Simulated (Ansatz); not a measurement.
**Effect of isotropic strain +1.50 % on ZnCu2SnS4**

Start from ZnCu2SnS4 (space group I-4, No. 82; a = 5.317 Å, c = 10.643 Å).

One thing is altered: the cell is scaled by 1.0150 in all directions, atoms relaxed at fixed cell.

All numbers come from Ansatz (an electronic-structure program), LDA, PAW, cutoff 420 eV, no SOC. Γ-centred 9×9×9 mesh, Fermi–Dirac width 0.05 eV.

- Volume per atom = 19.67 Å³ (base 18.81 Å³)
- Space group = I-4 (No. 82) (base I-4 (No. 82))
- Shortest interatomic distance = 2.280 Å (base 2.245 Å)
- Energy relative to the base (free energy F) = +9.9 meV/atom
- Pressure (mean of the normal stresses, compression positive) = -3.5 GPa (base 0.0 GPa)
- Band gap = zero (base 0.14 eV)
- Valley order (the lowest conduction-band minima on the path, energy above the VBM, named in the base's zone) = Γ 0.02 eV; X (0, 0, 1/2) 0.41 eV (base Γ 0.14 eV; X (0, 0, 1/2) 0.49 eV; M (1/2, 1/2, 1/2) 1.15 eV)

No phonon test of stability was made. The final runs are not spin-polarised. Gaps under 0.05 eV, about the width of the smearing, are given as zero. A zero or small gap of ZnCu2SnS4 can be the functional's error rather than a property of the material.
